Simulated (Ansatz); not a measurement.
The parent structure is Al2O3 in the corundum structure (space group R-3c, No. 167).

```
Al2O3
1.0
    2.38689     1.37807     4.33822
   -2.38689     1.37807     4.33822
    0.00000    -2.75614     4.33822
Al O
4 6
Direct
  0.64792   0.64792   0.64792
  0.14792   0.14792   0.14792
  0.35208   0.35208   0.35208
  0.85208   0.85208   0.85208
  0.75000   0.44414   0.05586
  0.05586   0.75000   0.44414
  0.25000   0.55586   0.94414
  0.55586   0.94414   0.25000
  0.94414   0.25000   0.55586
  0.44414   0.05586   0.75000
```

Cartesian axes are those of the cell as printed.

Method: PBEsol (Ansatz, a quantum-chemistry and plane-wave program, PAW, no spin-orbit coupling).

For the base:

| Property | Result |
|---|---|
| Gap character | direct at Γ |
| Valence-band top at Γ | 0.00, -0.04, -0.04 eV |
| Pressure | 0.00 GPa |
| Electron mass | 0.40 mₑ along c, 0.37 mₑ across (at Γ) |

Perturbation: the cell is compressed by 0.75 % along z with no lateral relaxation; the atoms relax in the strained cell.

Predict the new gap character, valence-band top at Γ, pressure and electron mass.

The gap character is still direct at Γ; the valence-band top at Γ (three highest levels, from the VBM) goes from 0.00, -0.04, -0.04 eV to 0.00, -0.11, -0.11 eV; the pressure (mean of the normal stresses, compression positive) goes from zero to 1.79 GPa; the electron mass becomes 0.41 mₑ along z, 0.37 mₑ across (at Γ) (base: 0.40 mₑ along c, 0.37 mₑ across (at Γ)).

Effective masses come from finite differences of ±0.01 Å⁻¹. Stability against distortions was not tested.
